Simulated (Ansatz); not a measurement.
## SrGeO3, pressure series

The reference is SrGeO3 (space group P-62m, No. 189; a = 6.905 Å, c = 5.720 Å; a cell from a computed database, its experimental status unchecked).

Cell and atoms are relaxed at each pressure.

Computed with PBEsol (Ansatz, a first-principles code, PAW, no spin-orbit coupling).

| variant | electron mass | band gap | density |
|---|---|---|---|
| base | 0.32 mₑ along c, 0.43 mₑ across (at Γ) | 3.01 eV | 4.39 g/cm³ |
| pressure −2 GPa | 0.33 mₑ along c, 0.43 mₑ across (at Γ) | 2.98 eV | 4.22 g/cm³ |
| pressure −1 GPa | 0.33 mₑ along c, 0.43 mₑ across (at Γ) | 3.00 eV | 4.31 g/cm³ |
| pressure 0.3 GPa | 0.32 mₑ along c, 0.43 mₑ across (at Γ) | 3.01 eV | 4.42 g/cm³ |
| pressure 0.7 GPa | 0.32 mₑ along c, 0.43 mₑ across (at Γ) | 3.02 eV | (withheld) |
| pressure 1.5 GPa | 0.32 mₑ along c, 0.42 mₑ across (at Γ) | 3.02 eV | (withheld) |
| pressure 3 GPa | 0.32 mₑ along c, 0.43 mₑ across (at Γ) | 3.02 eV | 4.62 g/cm³ |
| pressure 5 GPa | 0.31 mₑ along c, 0.43 mₑ across (at Γ) | 3.02 eV | 4.75 g/cm³ |
| pressure 7.5 GPa | 0.31 mₑ along c, 0.43 mₑ across (at Γ) | 3.00 eV | 4.91 g/cm³ |
| pressure 10 GPa | 0.30 mₑ along c, 0.43 mₑ across (at Γ) | (withheld) | (withheld) |

**Question.** Some entries are withheld; estimate them.

**Answer.** 
- pressure 0.7 GPa, density: 4.45 g/cm³
- pressure 1.5 GPa, density: 4.51 g/cm³
- pressure 10 GPa, band gap: 2.97 eV
- pressure 10 GPa, density: 5.05 g/cm³

Load acts through the strain it causes; cell and atoms are relaxed under it. Effective masses come from finite differences of ±0.01 Å⁻¹. No phonon test of stability was made. Competing high-pressure phases were not computed.
